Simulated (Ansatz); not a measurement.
The parent structure is Rb2LiScF6 (space group Fm-3m, No. 225; a = 8.307 Å; a cell from a computed database, its experimental status unchecked).

Level of theory: Ansatz (a program for electronic structure) r2SCAN, spin-orbit coupling left out.

Base values:

| Property | Value |
|---|---|
| Smallest direct gap | 7.58 eV |
| Lattice parameter a | 8.307 Å |

The change: every Rb is replaced by Cs, then cell and atoms are relaxed.

Estimate the effect on the smallest direct gap.

The smallest direct gap drops by 0.15 eV to 7.43 eV.

What happens to the lattice parameter a?

The lattice parameter a rises by 0.3364 Å, from 8.307 Å to 8.644 Å.

No phonon test of stability was made. For Cs2LiScF6 in this form, whether it has been made was not checked. All final runs are without spin polarisation.
